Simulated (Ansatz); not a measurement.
This concerns the energy of one form of La over another. The value is E(A) − E(B), in meV per atom.

A: La (P6₃/mmc), 2 atoms in the cell, k-point mesh 18×18×10 on the run's own vectors.
```
La
1.0
    3.78116     0.00000     0.00000
   -1.89058     3.27458     0.00000
    0.00000     0.00000     6.10701
La
2
Direct
  0.33333   0.66667   0.25000
  0.66667   0.33333   0.75000
```

B: La (P6₃/mmc), 4 atoms in the cell, k-point mesh 18×18×6 on the run's own vectors.
```yaml
crystal:
  lattice:
    - [3.76942, 0.00000, 0.00000]
    - [-1.88471, 3.26442, 0.00000]
    - [0.00000, 0.00000, 12.11335]
  atoms:
    - { symbol: La, position: [0.00000, 0.00000, 0.00000] }
    - { symbol: La, position: [0.00000, 0.00000, 0.50000] }
    - { symbol: La, position: [0.33333, 0.66667, 0.25000] }
    - { symbol: La, position: [0.66667, 0.33333, 0.75000] }
```

Plane-wave PAW calculations with Ansatz (a quantum-chemistry and plane-wave program), its default PAW set, cutoff 420 eV, 500 eV for r2SCAN. The structures are at rest with PBE; other levels are single points on them. Neutral cells; Fermi-Dirac smearing of at most 0.10 eV in the solids, energies taken to zero width. The lattices are those relaxed with PBE, so at other levels the solids can be strained, which adds to the spread. A dispersion term (D3(BJ), or D4 for r2SCAN) was computed beside these levels and is taken off wherever the name lacks it. No zero-point or thermal terms. Spin-orbit coupling is left out.

Give the value at the level r2SCAN.

30 meV/atom for A less B, so La (P6₃/mmc) (B) lies lower.

What do the other levels give, and how wide is the spread?


| Method | value (meV/atom) | less r2SCAN |
|---|---|---|
| PBE | 29 | -1 |

The levels span only 1 meV/atom, too little to tell them apart.
